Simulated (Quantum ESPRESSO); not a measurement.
**Short convergence ladders for Hf₂Ga (Fmm2, 6 atoms in the cell)**

```yaml
crystal:
  lattice:
    - [2.62829, 0.00000, 4.73642]
    - [2.62829, 4.73642, 0.00000]
    - [0.00000, 4.73642, 4.73642]
  atoms:
    - { symbol: Hf, position: [0.65882, 0.34118, 0.15882] }
    - { symbol: Hf, position: [0.34646, 0.65354, 0.84646] }
    - { symbol: Hf, position: [0.15354, 0.84646, 0.34646] }
    - { symbol: Hf, position: [0.84646, 0.15354, 0.65354] }
    - { symbol: Ga, position: [0.25000, 0.25000, 0.75000] }
    - { symbol: Ga, position: [0.75000, 0.75000, 0.25000] }
```

Base method: LDA (PZ), GBRV 1.5 ultrasoft (LDA) pseudopotentials (plane waves; Quantum ESPRESSO).

Base settings: ecutwfc = 50 Ry; ecutrho = 400 Ry; occupations = smearing; smearing = fermi-dirac; degauss = 0.0073499 Ry; potentials = {Hf: hf_lda_v1.uspp.F.UPF, Ga: ga_lda_v1.4.uspp.F.UPF}; K_POINTS = automatic 3 3 3 0 0 0; conv_thr = 1e-10 Ry; mixing_beta = 0.4.

The count of work is k-points × plane waves × bands × iterations; it is no time. Core times come from one kind of shared machine, to one figure; runs under 30 s give none.

**The plane-wave cutoff**

Moved along: ecutrho.

The second cell is the first with its lattice scaled by 0.98.

The mesh stays at the base's, so the ladder's end is converged at best in this setting alone.

Only quantities that move along the ladder and can be compared are tabulated.

```tsv
ecutwfc	free energy less the last step's (meV/atom)	energy of the compressed cell less the first (meV/atom)	pressure (GPa)	largest difference of a force vector from the last step's (eV/Å)	count of work / last	core time / last (rough)
17.5 Ry	8987.39	61.94	-343.68	0.053	0.17	0.1
22 Ry	1510.42	-62.95	-81.05	0.013	0.26	0.3
28 Ry	142.54	-26.51	-14.00	0.000	0.37	0.4
50 Ry	1.29	-26.28	-7.35	0.000	0.82	0.9
55 Ry	0.00	-26.31	-7.22	0.000	1.0	1
```

Coarsest ecutwfc that holds the free energy within 5 meV/atom of the last step, with all finer ones: 50 Ry; the step before is off by 140 meV/atom.

Coarsest ecutwfc that holds the energy of the compressed cell less the first within 2 meV/atom of the last step, with all finer ones: 28 Ry, at 0.37 of the last step's count of work and about 0.4 of the last step's time; the step before is off by 37 meV/atom.

Coarsest ecutwfc that holds the pressure within 0.5 GPa of the last step, with all finer ones: 50 Ry; the step before is off by 6.8 GPa.

At the lowest cutoff the pressure lies 336 GPa under the last step's, the usual sign of Pulay stress in an incomplete plane-wave basis.

**The cutoff for other potential files**

Level: DFT, LDA (PW92), plane waves, PseudoDojo standard norm-conserving (LDA) pseudopotentials.

In this ladder: ecutrho = default; pseudopotentials = {Hf: Hf.upf, Ga: Ga.upf}.

The mesh stays at the base's, so the ladder's end is converged at best in this setting alone.

Only quantities that move along the ladder and can be compared are tabulated.

| ecutwfc | free energy less the last step's (meV/atom) | pressure (GPa) | largest difference of a force vector from the last step's (eV/Å) | count of work / last |
|---|---|---|---|---|
| 36 Ry | 19707.87 | -513.84 | 0.216 | 0.16 |
| 44 Ry | 6051.20 | -250.93 | 0.047 | 0.24 |
| 56 Ry | 547.32 | -47.86 | 0.001 | 0.32 |
| 80 Ry | 0.61 | -8.60 | 0.000 | 0.55 |
| 120 Ry | 0.00 | -8.59 | 0.000 | 1.0 |

Coarsest ecutwfc that holds the pressure within 0.5 GPa of the last step, with all finer ones: 80 Ry; the step before is off by 39 GPa.

Coarsest ecutwfc that holds the forces within 0.005 eV/Å of the last step, with all finer ones: 56 Ry, at 0.32 of the last step's count of work; the step before is off by 0.047 eV/Å.

Coarsest ecutwfc that holds the free energy within 5 meV/atom of the last step, with all finer ones: 80 Ry; the step before is off by 550 meV/atom.

At the lowest cutoff the pressure lies 505 GPa under the last step's, the usual sign of Pulay stress in an incomplete plane-wave basis.

On the base run: the starting cell comes from a database of computed structures (which also holds hypothetical and non-ambient phases and stackings), without a prior relaxation at this level. Its lattice was rescaled by up to half a per cent. One atom was moved a little off its site on purpose. In the base run, with a pressure of about -7 GPa the cell is away from its equilibrium volume at this level. Without a gap this mesh is coarse (it stands for a supercell whose shortest vector is 16 Å).
